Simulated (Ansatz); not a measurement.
The parent structure is NaCaF3 in the cubic perovskite structure (space group Pm-3m, No. 221; a = 4.372 Å; a hypothetical phase, not in the database extracts checked). Axes: x, y, z lie along the cube axes.

One thing is altered: the cell is stretched by 4.55 % along z with no lateral relaxation, atoms relaxed at fixed cell.

Levels (all Ansatz, an electronic-structure program, PAW): PBEsol (420 eV, no spin-orbit coupling); r2SCAN (500 eV, scalar-relativistic without spin-orbit coupling).

The geometry is relaxed with PBEsol.

* **PBEsol smallest direct gap**: 5.16 eV
* **PBEsol pressure**: -19.3 kbar
* **PBEsol width of the top valence band**: 0.30 eV
* **PBEsol band gap**: 4.99 eV

With r2SCAN at the same geometry, the smallest direct gap rises by 0.81 eV (5.16 eV → 5.97 eV); the pressure grows by 2.63 kbar, from -19.3 kbar to -16.6 kbar; the width of the top valence band stays essentially unchanged (0.30 eV against 0.29 eV); the band gap increases by 0.82 eV, from 4.99 eV to 5.81 eV.

Single points use the geometry relaxed with PBEsol. Their cutoffs differ, which shifts pressures a little. The cells carry an imposed strain or load. No phonon test of stability was made. Many cubic perovskites are stable only at high temperature; tilts and polar distortions were not tested.
